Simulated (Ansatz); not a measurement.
Hg (R-3m, No. 166, 1 atom in the cell) was calculated with PBE-D3(BJ) (PAW; Ansatz, an electronic-structure program).

Output (set-up and result lines):

```
Crystal: 1 atoms, lattice volume = 25.150 Å³
Basis set: ecut = 520 eV, 669 PW (Γ), exchange–correlation on 48×48×48 points (8 copies of the dense FFT grid, shifted against one another)
Bands: 14, of which v1, the nominal top of the filled ones, is band 10 counted from 1 (9 counted from 0)
Symmetry: 12 space group operations
Space group: R-3m (ITA 166), of the structure as read, at distance tolerance 2.9e-5 Å
k-points: 781 of 8000
Functional: x = pbe(κ = 0.804, μ = 0.2195149727645171), c = pbe(β = 0.06672455060314922)
SCF iter   1: F=—  HF=-13813.834996 eV  |F-HF|=—  |Δ(HF+E_count)|=         —  Δρ=8.25e-4  dr2=6.12e-5
SCF iter   2: F=—  HF=-13813.835470 eV  |F-HF|=—  |Δ(HF+E_count)|=   4.73e-4  Δρ=4.86e-4  dr2=3.06e-5
  ...
SCF iter   6: F=—  HF=-13813.835502 eV  |F-HF|=—  |Δ(HF+E_count)|=   1.38e-8  Δρ=2.59e-6  dr2=1.67e-9
SCF iter   7: F=-13813.835502 eV  HF=-13813.835502 eV  |F-HF|=2.55e-11  |Δ(HF+E_count)|=  4.29e-10  Δρ=4.17e-7  dr2=3.14e-11
SCF 1 converged in 7 iterations: F = -13813.835502 eV  dr2 = 3.14e-11
SCF converged after 7 iterations
Free energy (F): -13813.835502 eV
Internal energy: -13813.832769 eV  (E = F + TS)
E sigma→0 (E₀):  -13813.834136 eV
Fermi energy:    13.704770 eV
--- Stress (GPa, compression-positive) ---
        0.010240       0.000000      -0.000845
       -0.000000       0.012121       0.000000
       -0.000845       0.000000       0.011741
  P = ⅓ Tr σ = 0.0114 GPa (0.114 kbar)
```

Write an input file that could have produced this run (the log leaves some choices open).

This is not unique; one that fits is 
Ansatz 0.2 input:
```yaml
crystal:
  lattice:
    - [2.4442464963, -1.8127548678, -0.0490773594]
    - [2.4442464963, 1.8127548678, -0.0490773594]
    - [1.1573361828, 0.0, 2.8148539381]
  atoms:
    - { symbol: Hg, position: [0.0, 0.0, 0.0] }
basis:
  ecutwfc: 520
  ecutrho_ratio: 4
  xc_grid: 2
kpoints:
  mp_grid: { grid: [20, 20, 20] }
hamiltonian:
  xc: pbe
  dispersion: d3bj
  pseudopotentials: { kind: paw }
scf:
  occupations: { method: fermi_dirac, width: 0.05 }
  convergence: { dr2_threshold: 0.0000000001 }
output:
  forces: false
  stress: true
  eigenvalues: true
```
